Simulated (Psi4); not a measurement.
Psi4 1.11, unrestricted BP86/def2-svpd: [CH]1[SiH2]C[SiH2]1, charge 0, multiplicity 2, 11 atoms. The geometry is a generated start, not checked to be a minimum at this level.

| Property | Result |
|---|---|
| task | energy |
| method | bp86 |
| basis | def2-svpd |
| memory | 3 GB |
| maxiter | 100 |
| keys of the molecule block | symmetry c1 |
| scf_type | df (default) |
| e_convergence | 1e-06 (default) |
| d_convergence | 1e-06 (default) |
| dft_radial_points | 75 (default) |
| dft_spherical_points | 302 (default) |
| basis functions | 144 |
| grid points | 236824 |

```xyz
11

C     -1.4015     0.0103    -0.0195
Si    -0.1438     1.3999    -0.1264
C      1.1573    -0.0097     0.0042
Si    -0.1693    -1.3887     0.1944
H     -2.4440    -0.0141    -0.3127
H     -0.1293     2.1646    -1.3776
H     -0.1375     2.3446     0.9970
H      1.8310     0.0809     0.8538
H      1.7850    -0.1157    -0.8773
H     -0.1766    -2.0461     1.5072
H     -0.1713    -2.4261    -0.8430
```

Charge 0 and multiplicity 2 are set for this test and not shown to be the ground state.

With the defaults (damping_percentage = 0, diis = true, scf_initial_accelerator = adiis, guess = auto, which took SAD, level_shift = 0, level_shift_cutoff = 0.01, soscf = false, soscf_start_convergence = 0.01, diis_start = 1, diis_max_vecs = 10) it converges in 9 SCF iterations. One run each on 2 threads, with these changes:
- soscf = true, soscf_start_convergence = 0.001
- guess = gwh
- damping_percentage = 60, diis = false, scf_initial_accelerator = none
- diis_start = 4
- diis_max_vecs = 20
- scf_initial_accelerator = ediis
- level_shift = 0.1, level_shift_cutoff = 0.001
- damping_percentage = 60
- soscf = true

Question: Which of these changes keep the SCF from converging, or lead it to another solution?

Answer: No convergence: damping_percentage = 60; damping_percentage = 60, diis = false, scf_initial_accelerator = none (the run ends without SCF convergence in 100 iterations). The rest reach the solution of the defaults.

```tsv
setting	SCF iterations	JK calls	end
soscf = true	7	23	same solution
soscf = true, soscf_start_convergence = 0.001	7	18	same solution
the defaults	9	10	same solution
level_shift = 0.1, level_shift_cutoff = 0.001	9	10	same solution
diis_max_vecs = 20	9	10	same solution
scf_initial_accelerator = ediis	9	10	same solution
guess = gwh	11	11	same solution
diis_start = 4	18	19	same solution
damping_percentage = 60	100	101	no convergence
damping_percentage = 60, diis = false, scf_initial_accelerator = none	100	101	no convergence
```

An SOSCF iteration holds several JK calls; a Hückel guess adds calls on atoms.
